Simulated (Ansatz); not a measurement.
## What pressure 22.5 GPa does to SiC

Base system: SiC in the zinc blende structure (space group F-43m, No. 216; a = 4.3569 Å).

Now apply this change: a hydrostatic pressure of 22.5 GPa.

All numbers come from DFT with PBEsol, PAW potentials and a 420 eV plane-wave cutoff in Ansatz (a program for electronic structure), no spin-orbit coupling. Γ-centred 13×13×13 mesh, Fermi–Dirac width 0.05 eV.

* **Volume per atom**: 9.49 Å³ (base 10.34 Å³)
* **Density**: 3.51 g/cm³ (base 3.22 g/cm³)
* **Lattice parameter a**: 4.234 Å (base 4.357 Å)
* **Enthalpy H = E + PV relative to the base's energy**: +1.39 eV/atom
* **Band gap**: 1.16 eV (base 1.24 eV)
* **Gap character**: indirect, Γ → X (base indirect, Γ → X)
* **Smallest direct gap**: 4.54 eV (base 4.45 eV)
* **Mean gap deformation potential ΔEg/Δln V**: +1.0 eV
* **Width of the top valence band**: 5.09 eV (base 4.75 eV)
* **Electron mass**: 0.60 mₑ along k, 0.21 mₑ across (at X) (base 0.62 mₑ along k, 0.22 mₑ across (at X))
* **Hole mass (degenerate bands, along [100])**: 0.41, 0.59, 0.59 mₑ (at Γ) (base 0.37, 0.59, 0.59 mₑ (at Γ))

Load acts through the strain it causes; cell and atoms are relaxed under it. Effective masses come from finite differences of ±0.01 Å⁻¹. Along k means along the line from Γ to the band edge. No phonon test of stability was made. No other phases were tried under pressure.
